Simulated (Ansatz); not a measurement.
Consider the following.

```xyz
8
Lattice="5.1424 0.0000 0.0000 0.0000 3.1650 0.0000 -0.0035 0.0000 5.4782" Properties=species:S:1:pos:R:3 pbc="T T T"
Ga     5.1381     1.5825     0.9228
Ga     5.1360     0.0000     3.6433
Al     2.5582     0.0000     1.8222
Ga     2.5607     1.5825     4.5677
N      1.9572     1.5825     0.9511
N      1.9450     0.0000     3.6150
N      4.4579     0.0000     1.8227
N      4.5115     1.5825     4.5676
```

No spin polarisation.

Calculations: PBEsol (Ansatz, a first-principles code, PAW, scalar-relativistic without spin-orbit coupling). Settings: 7×10×6 k-points, 0.05 eV Fermi–Dirac smearing.

Problem. What gap character (in this cell's own zone, which can be folded) does the calculation give?

Solution. Direct at Γ.

Problem. Estimate the band gap.

Solution. 2.36 eV.

These are small ordered cells, not random alloys; other orderings at the same x differ. Whether these cells are dynamically stable was not tested. The cell was made from GaN by this change: x(Al) = 0.25, 8 atoms, Pm.
